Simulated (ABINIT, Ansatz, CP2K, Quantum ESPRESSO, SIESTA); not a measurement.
# Code comparison for HfBRh₃ (Pm-3m, 5 atoms in the cell)

Self-consistent single point.

```
HfBRh3
1.0
    4.09526     0.00000     0.00000
    0.00000     4.09526     0.00000
    0.00000     0.00000     4.09526
Hf B Rh
1 1 3
Cartesian
  0.00000   0.00000   0.00000
  2.04763   2.04763   2.04763
  0.00000   2.04763   2.04763
  2.04763   0.00000   2.04763
  2.04763   2.04763   0.00000
```

All programs got the same cell, k-point mesh and kind of occupations (in Ansatz's words: kpoints.mp_grid.grid = 6 6 6; scf.occupations.method = gaussian; scf.occupations.width = 0.05 eV); potentials, basis and cutoffs are each program's usual ones.

```json
[
 {"code": "ABINIT", "model": "PBEsol, PAW (JTH v2.0 PBE PAW, files made for PBE)", "pressure (GPa)": "-3.25", "k-points": "20", "cutoff": "21 Ha"},
 {"code": "Quantum ESPRESSO", "model": "PBEsol, GBRV 1.5 ultrasoft (PBESOL) pseudopotentials", "pressure (GPa)": "-4.56", "k-points": "20", "cutoff": "40 Ry"},
 {"code": "Ansatz", "model": "PBEsol, PAW files made with PBE", "pressure (GPa)": "-3.03", "k-points": "20", "cutoff": "420 eV"},
 {"code": "CP2K", "model": "PBEsol, GPW, DZVP-MOLOPT-SR-GTH basis, GTH-PBE potentials (GTH_POTENTIALS)", "pressure (GPa)": "-1.28", "k-points": "112", "cutoff": "grid 500 Ry"},
 {"code": "SIESTA", "model": "GGA PBEsol, numerical atomic orbitals DZP, PseudoDojo PBEsol standard norm-conserving potentials (rewritten from UPF to PSML)", "pressure (GPa)": "-2.19", "k-points": "132", "cutoff": "grid 400 Ry"}
]
```

The spread over the programs that give each value: pressure within 3.28 GPa.

The starting cell comes from a database of computed structures (which also holds hypothetical and non-ambient phases and stackings), without a prior relaxation at this level. On Ansatz's run: Spin-orbit coupling is off. Spin polarisation is off.

Task: Why do the programs differ, and what cannot be compared?

Result: Differences of this kind can come from the potentials, where these differ, and from what each basis and cutoff leave unconverged. The valence holds different numbers of electrons (ABINIT 66, Quantum ESPRESSO 60, Ansatz (an electronic-structure program) 80, CP2K 66, SIESTA 66). The zero of total energies and Fermi levels follows the potentials and each program's conventions, so they are not compared here. CP2K and SIESTA use small atom-centred bases, whose incompleteness enters pressures, forces and empty levels differently from a plane-wave cutoff. Ansatz's pressure is given at a fixed set of plane waves, as the other plane-wave codes print theirs; with its correction for the finite basis it is -2.91 GPa. The programs reduce the same mesh by symmetry to different extents, which changes the work and not the result. In the pressure, Quantum ESPRESSO (by 1.31), CP2K (by 1.97) and SIESTA (by 1.06) lie more than 1 GPa from the median of the plane-wave programs.

Left out of this page: GPAW, Elk and FLEUR (not drawn, or without a comparable value).

Keys are those of Ansatz 0.2.
